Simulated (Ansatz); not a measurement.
Take AlRu in the CsCl type structure (space group Pm-3m, No. 221) as the base.

```
AlRu
1.0
    2.97633     0.00000     0.00000
    0.00000     2.97633     0.00000
    0.00000     0.00000     2.97633
Al Ru
1 1
Direct
  0.00000   0.00000   0.00000
  0.50000   0.50000   0.50000
```

Calculations: PBEsol (Ansatz, an electronic-structure program, PAW, without spin-orbit coupling).

Base values:

| Item | Result |
|---|---|
| Volume per atom | 13.18 Å³ |

One thing is altered: a negative pressure, −2 GPa.

### Question
Estimate the effect on the volume per atom.

### Answer
The volume per atom grows by 0.124 Å³ to 13.31 Å³.

Load acts through the strain it causes; cell and atoms are relaxed under it. Whether these cells are dynamically stable was not tested. All final runs are without spin polarisation.
